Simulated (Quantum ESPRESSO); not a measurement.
# How a calculation on YMg6Sn (Amm2, 8 atoms in the cell) responds to its settings

```xyz
8
Lattice="5.0740 0.0000 0.0000 0.0000 3.2922 5.6510 0.0000 -3.2922 5.6510" Properties=species:S:1:pos:R:3 pbc="T T T"
Y      0.0000     0.0000     9.3661
Mg     0.0000    -1.6735     6.5509
Mg     0.0000     1.6735     6.5509
Mg     0.0000     0.0000     3.7944
Mg     2.5370    -1.5737     4.7485
Mg     2.5370     1.5737     4.7485
Mg     2.5370     0.0000     1.8991
Sn     2.5370     0.0000     7.5495
```

Base run A: PBEsol, SSSP 1.1.2 efficiency (PBE) pseudopotentials (Quantum ESPRESSO), self-consistent single point.

Its settings: ecutwfc = 40 Ry; ecutrho = 320 Ry; occupations = smearing; smearing = marzari-vanderbilt; degauss = 0.0073499 Ry; input_dft = pbesol; potentials = {Y: Y_pbe_v1.uspp.F.UPF, Mg: Mg.pbe-n-kjpaw_psl.0.3.0.UPF, Sn: Sn_pbe_v1.uspp.F.UPF}; K_POINTS = automatic 4 3 3 0 0 0; conv_thr = 1e-10 Ry; mixing_beta = 0.4.

The starting cell comes from a database of computed structures (which also holds hypothetical and non-ambient phases and stackings), without a prior relaxation at this level. Its lattice was rescaled by a random factor within 2.5 % of one.

A dash stands where there is no value to compare (another energy zero or no entropy term, no result, no spin, no clean gap, or a mesh too coarse for one). 

Runs:
- B: vdw_corr: default → grimme-d3; dftd3_version: default → 3; dftd3_threebody: default → false [PBEsol-D3(0)]
- C: vdw_corr: default → grimme-d3; dftd3_version: default → 4; dftd3_threebody: default → false [PBEsol-D3(BJ)]
- D: vdw_corr: default → grimme-d3; dftd3_version: default → 4; dftd3_threebody: default → true [PBEsol-D3(BJ) with three-body term]

| run | pressure (GPa) | largest force (eV/Å) | dispersion energy (eV/atom) |
|---|---|---|---|
| A | -0.03 | 0.156 | – |
| B | -1.18 | 0.149 | -0.195 |
| C | -2.19 | 0.153 | -0.306 |
| D | -1.94 | 0.153 | -0.287 |

Run D against A: The pressure goes from -0.03 to -1.94 GPa and the largest force moves little (0.156 to 0.153 eV/Å).

Run B against A: The pressure goes from -0.03 to -1.18 GPa and the largest force goes from 0.156 to 0.149 eV/Å.

Left out of this page: 1 run of the series held back from this collection.
